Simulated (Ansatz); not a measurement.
# What uniaxial strain ε_zz = +1.00 % does to Ge

Base system: Ge in the diamond structure (space group Fd-3m, No. 227; a = 5.622 Å). Axes: x, y, z lie along the cube axes.

One thing is altered: uniaxial strain ε_zz = +1.00 %, all other strain components held at zero, atoms relaxed at fixed cell.

Calculations: plane-wave PAW DFT at the LDA level (Ansatz, a program for electronic structure, 420 eV), no spin-orbit coupling. Settings: 14×14×14 k-points, 0.05 eV Fermi–Dirac smearing.

The volume per atom increases by 0.222 Å³ to 22.44 Å³ and the space group goes from Fd-3m (No. 227) to I4_1/amd (No. 141). The shortest interatomic distance goes up by 0.81 pm, from 243.4 pm to 244.3 pm and the energy grows by 0.8 meV/atom. The pressure (mean of the normal stresses, compression positive) goes from zero to -0.7 GPa and the band gap is still zero. The stress (xx, yy, zz, yz, xz, xy; compression positive) is (-0.4, -0.4, -1.2, 0.0, 0.0, 0.0) GPa (rough).

Final structure:

```xyz
2
Lattice="0.0000 2.8111 2.8392 2.8111 0.0000 2.8392 2.8111 2.8111 0.0000" Properties=species:S:1:pos:R:3 pbc="T T T"
Ge     0.0000     0.0000     0.0000
Ge     1.4055     1.4055     1.4196
```

Without a gap, meshes like the base's 14×14×14 leave anisotropic stresses uncertain by several tenths of a GPa, and small strain energies with them. Stability against distortions was not tested. A zero or small gap of Ge can be the functional's error rather than a property of the material.
